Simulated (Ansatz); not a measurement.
Cost and result by functional for the surface energy of the (111) surface of ceria in its 1x1 cell (cut with top plane O, bottom plane O), outermost plane spacing 0.79 Å in the ideal cut, in Ansatz (plane waves, PAW). Single points on the PBE structure, on one kind of machine; costs are rough ratios of the slab run's core time (references not counted) to the cheapest single point. r2SCAN's cost holds its higher cutoff (500 against 420 eV). Differences are taken against HSE06 for comparison alone: no measured value is at hand, so the table doesn't rank accuracy. HSE06 ran on a coarser k-mesh, which lowers its cost and carries part of its shift.

Set-up: 12 atoms, Ce4O8, 11.0 Å thick at the start; mesh 8x8x1; 0.025 eV smearing; dipole correction on; all atoms relaxed; start symmetry kept, larger cells not searched; no spin, no spin-orbit, no U. These notes are the PBE run's.

| functional | relative cost | surface energy (J/m²) | less HSE06 (J/m²) |
|---|---|---|---|
| RPBE | 1 | 0.47 | -0.39 |
| LDA | 1 | 1.06 | 0.20 |
| PBEsol | 1 | 0.87 | 0.01 |
| r2SCAN | 4 | 0.89 | 0.03 |
| HSE06 | 10 | 0.86 | 0.00 |
| PBE (the relaxed run's value) | – | 0.67 | -0.19 |

The values span 0.59 J/m², while the single points' costs differ by a factor of roughly 10. Differences are of unrounded values.

Ansatz is an electronic-structure program.
